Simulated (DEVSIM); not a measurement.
Al0.15Ga0.85As/GaAs p-n heterojunction

Device: Al0.15Ga0.85As/GaAs p-n heterojunction, at 300 K.

```
layer (left to right)        material  thickness (μm)  Nd (cm⁻³)  Na (cm⁻³)  τn (s)  τp (s)
---------------------  --------------  --------------  ---------  ---------  ------  ------
1                      Al0.15Ga0.85As           0.340          -     3.8e16    4e-9    4e-9
2                                GaAs           0.590     7.5e15          -    4e-9    4e-9
```

Left contact: ohmic. Right contact: ohmic. Voltage is applied to the left contact. Recombination: SRH at mid-gap. Mobility is μmin + (μ − μmin)/(1 + (N/Nref)^α).

The device is made up for the run: typed textbook-type constants, with dimensions and the other settings drawn at random. Values at 300 K.

```tsv
parameter	Al0.15Ga0.85As	GaAs
gap (eV)	1.611	1.424
affinity (eV)	3.9515	4.07
permittivity	12.47	12.9
Nc (cm⁻³)	5.6e17	4.7e17
Nv (cm⁻³)	9e18	9e18
μn (cm²/Vs)	5695	8500
μp (cm²/Vs)	282	400
μn,min	500	500
μp,min	20	20
Nref,n	6e16	6e16
Nref,p	1.5e17	1.5e17
αn	0.39	0.39
αp	0.38	0.38
```

Model (solved in DEVSIM): 1D drift-diffusion, Boltzmann statistics, complete ionisation; no tunnelling, impact ionisation, image-force lowering or self-heating. Band offsets follow the typed affinities; no thermionic-emission limit at abrupt steps, no polarisation charge.

The potential step across the device at zero bias is 1.244 V and the largest field in the device at zero bias is 47000 V/cm. The dark forward voltage at 1 A/cm² is 0.991 V and the dark forward voltage at 100 A/cm² comes out as 1.129 V.

Dark forward current:

(V (V), J (A/cm²)): (0.05, 2.0e-10); (0.10, 7.1e-10); (0.15, 2.1e-9); (0.20, 5.7e-9); (0.25, 1.6e-8); (0.30, 4.2e-8); (0.35, 1.2e-7); (0.40, 3.1e-7); (0.45, 8.6e-7); (0.50, 2.4e-6); (0.55, 6.6e-6); (0.60, 1.8e-5); (0.65, 5.3e-5); (0.70, 0.00016); (0.75, 0.00051); (0.80, 0.0019); (0.85, 0.0080); (0.90, 0.040); (0.95, 0.23); (1.00, 1.4); (1.05, 8.2); (1.10, 44); (1.15, 180); (1.20, 510); (1.25, 1100); (1.30, 1900); (1.35, 3100)
